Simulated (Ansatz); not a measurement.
Base system: CsPbBr₃ in the cubic perovskite structure (space group Pm-3m, No. 221).

```
CELL_PARAMETERS angstrom
      5.87207     0.00000     0.00000
      0.00000     5.87207     0.00000
      0.00000     0.00000     5.87207
ATOMIC_POSITIONS crystal
  Cs 0.00000 0.00000 0.00000
  Pb 0.50000 0.50000 0.50000
  Br 0.00000 0.50000 0.50000
  Br 0.50000 0.50000 0.00000
  Br 0.50000 0.00000 0.50000
```

All numbers come from PBEsol in Ansatz (plane waves to 420 eV, PAW, without spin-orbit coupling).

One change was made to it. Results:

```
quantity        base       after
--------  ----------  ----------
density   4.76 g/cm³  6.77 g/cm³
band gap     1.43 eV        zero
```

### Question
Which of these changes matches the shifts?
A. Pb → Os
B. Pb → Sb
C. Cs → Na

### Answer
A, Pb → Os. For comparison, the density in the other runs: Cs → Na gives 3.92 g/cm³; Pb → Sb gives 4.39 g/cm³.

The magnetic state is the one reached from the starting moments; the real material's order can differ, and small cells can't hold many antiferromagnetic ones. Spin-orbit coupling, missing from the scalar runs, can matter with Pb. No phonon test of stability was made. As relaxed here, CsOsBr3, NaPbBr3 and CsSbBr3 are hypothetical phases, not in the database extracts checked. No Hubbard U is applied, and correlation can decide whether such a compound is a metal. Spin-polarised in the final run: CsOsBr3; the other runs are not. An odd electron count without spin: CsSbBr3. Many cubic perovskites are stable only at high temperature; tilts and polar distortions were not tested. This is not the structure that CsPbBr3 has at room temperature and ambient pressure.

Ansatz is a program for electronic structure.
